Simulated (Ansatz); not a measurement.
The starting structures come from a database of crystals and need not be the phases stable at ambient conditions.

 Where the default PAW files enter, the runs use the earlier of Ansatz's two default sets.

By PBEsol, the system below comes out a metal.

Data:

```xyz
16
Lattice="4.0225 0.0000 0.0000 0.0000 11.1002 0.0000 0.0000 -2.4798 4.6235" Properties=species:S:1:pos:R:3 pbc="T T T"
Si     0.0000     0.0000     0.0000
Si     0.0000     5.5501     0.0000
Si     2.0113     9.0063     1.0813
Si     2.0113    -0.3859     3.5423
Si     2.0113     5.8077     2.3425
Si     2.0113     2.8127     2.2811
Ru     0.0000     4.3102     2.3118
Ru     0.0000    -1.2399     2.3118
Ru     0.0000     6.2735     4.3023
Ru     0.0000     2.3469     0.3212
Ru     0.0000     7.1160     1.7774
Ru     0.0000     1.5044     2.8462
Ru     2.0113     4.4248     4.3626
Ru     2.0113     4.1956     0.2610
Ru     2.0113     8.0885     3.3508
Ru     2.0113     0.5319     1.2728
```

Space group of this cell: Pbam. The cell is taken as given; by PBEsol its mean pressure is -3.0 GPa.

The current flows along the normal of the first two printed cell vectors. No spin-orbit coupling; the value is a mean over 0.1 eV about the Fermi level.

Question: Compute, with Ansatz (a quantum-chemistry and plane-wave program) with PBEsol, the ballistic conductance per area.

Answer: 0.41 × 10¹⁵ S/m² for both spins.
